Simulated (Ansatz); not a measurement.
YN under a change: uniaxial stress, 1 GPa compression along z

The parent structure is YN in the rock salt structure (space group Fm-3m, No. 225; a = 4.856 Å). Axes: x, y, z lie along the cube axes.

It is then changed as follows: uniaxial stress, 1 GPa compression along z; all other stress components relax to zero.

Computed with PBEsol (Ansatz, a quantum-chemistry and plane-wave program), no spin-orbit coupling. k-mesh 12×12×12 (Γ-centred); smearing 0.05 eV (Fermi–Dirac).

```tsv
quantity	base	changed	shift
space group	Fm-3m (No. 225)	I4/mmm (No. 139)	–
energy relative to the base (free energy F)	0 meV/atom	+0.1 meV/atom	+0.1 meV/atom
band gap	0.08 eV	0.05 eV	-0.023 eV
gap character	–	indirect, Γ → M	–
smallest direct gap	0.45 eV	0.43 eV	-0.02 eV
valence-band top at Γ (three highest levels, from the VBM)	0.00, 0.00, 0.00 eV	0.00, -0.02, -0.02 eV	–
valley order (the lowest conduction-band minima on the path, energy above the VBM, named in the base's zone)	X along ⟨100⟩ 0.08 eV	X along [001] 0.05 eV; X along [100] 0.07 eV	–
strain response (xx, yy, zz)	–	(+0.06, +0.06, −0.31) %	–
```

Final structure:

```
YN
1.0
    0.00000     2.42955     2.42053
    2.42955     0.00000     2.42053
    2.42955     2.42955     0.00000
Y N
1 1
Direct
  0.00000   0.00000   0.00000
  0.50000   0.50000   0.50000
```

Beyond what the load breaks, stability against distortions was not tested. The base started in P3_121 and relaxed to Fm-3m at this level. A zero or small gap of YN can be the functional's error rather than a property of the material. k-point labels follow each cell's own Brillouin zone.
